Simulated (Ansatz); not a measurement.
MgS (P6₃mc, No. 186, 4 atoms in the cell; start mp-1185942; a measured phase of this formula has another space group), treated with r²SCAN in Ansatz (plane waves, PAW).

Run with plane-wave cutoff 560 eV, 12×12×6 k mesh (along the axes of the cell as run), Fermi–Dirac smearing 0.01 eV, scalar-relativistic PAW data made under PBE.

Cell (relaxed at this level):

Space group P6₃mc (No. 186); a = 4.028 Å, b = 4.028 Å, c = 6.456 Å, α = 90.00°, β = 90.00°, γ = 120.00°

| atom | site | symmetry | x | y | z |
|---|---|---|---|---|---|
| Mg | 2b | 3m. | 0.6667 | 0.3333 | 0.4972 |
| S | 2b | 3m. | 0.3333 | 0.6667 | 0.3778 |

### Question
What does this level give for the band gap?

### Answer

* **band gap**: 4.15 eV (direct)

Computed values are for the static lattice.

A start named mp-… is a Materials Project structure, which need not be a measured phase.

Ansatz is a first-principles code.
